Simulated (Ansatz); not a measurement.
An Ansatz (a program for electronic structure) input (plane-wave PAW DFT at the r2SCAN level (Ansatz, 500 eV), no spin-orbit coupling):

Ansatz 0.2 input:
```yaml
crystal:
  lattice:
    - [0, 2.1781654057, 2.1563837516]
    - [2.1781654057, 0, 2.1563837516]
    - [2.1781654057, 2.1781654057, 0]
  atoms:
    - { symbol: Si, position: [0, 0, 0] }
    - { symbol: C, position: [0.25, 0.25, 0.25] }
basis: { ecutwfc: 500, ecutrho_ratio: 4, xc_grid: 4, fft_grid_basis: typed }
kpoints: { mp_grid: { grid: [13, 13, 13] } }
hamiltonian:
  xc: r2scan
  dispersion: none
  pseudopotentials: { kind: paw }
scf: { occupations: { method: fermi_dirac, width: 0.05 }, convergence: { dr2_threshold: 0.0000000002 } }
relax: { f_tol: 0.005, max_steps: 50 }
output: { forces: true, stress: true }
checkpoint: { write: state.ck, write_every: 1000 }
```

Q: Which symmetry and how many k-points will the program report, and about how many plane waves at Γ?

A: Space group I-4m2 (ITA 119) with 8 operations, k-points 196 of 2197, and 531 plane waves at Γ.

Q: And the final pressure?

A: 2.32 GPa (compression positive).

The cells carry an imposed strain or load. No phonon test of stability was made. The cell was made from SiC in the zinc blende structure (space group F-43m, No. 216) by this change: uniaxial strain ε_zz = −1.00 %.
